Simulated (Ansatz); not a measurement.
Inside the gap of an insulator the Bloch states are evanescent, with a wavenumber k + iκ along the transport direction.

Given:

```
CELL_PARAMETERS angstrom
      4.09123     0.00000     0.00000
      0.00000     4.09123     0.00000
      2.04561     2.04561     2.89294
ATOMIC_POSITIONS crystal
  In 0.00000 0.00000 0.00000
  P  0.75000 0.25000 0.50000
```

Space group of this cell: F-43m, zinc blende. The cell is strained (all lengths scaled by 0.98); by r2SCAN its mean pressure is 4.9 GPa.

Transport runs along the normal of the first two printed cell vectors, the (001) plane of the conventional cell.

The gap is the functional's own, uncorrected, and κ follows it; spin-orbit coupling is left out. Mid-gap values are interpolated between the computed energies.

Problem. Give the band gap and the smallest decay constant κ at mid-gap that r2SCAN (Ansatz, an electronic-structure program) yields.

Solution. Gap 1.39 eV on a 10×10×10 mesh; κ = 0.092 1/Å, at the zone centre.
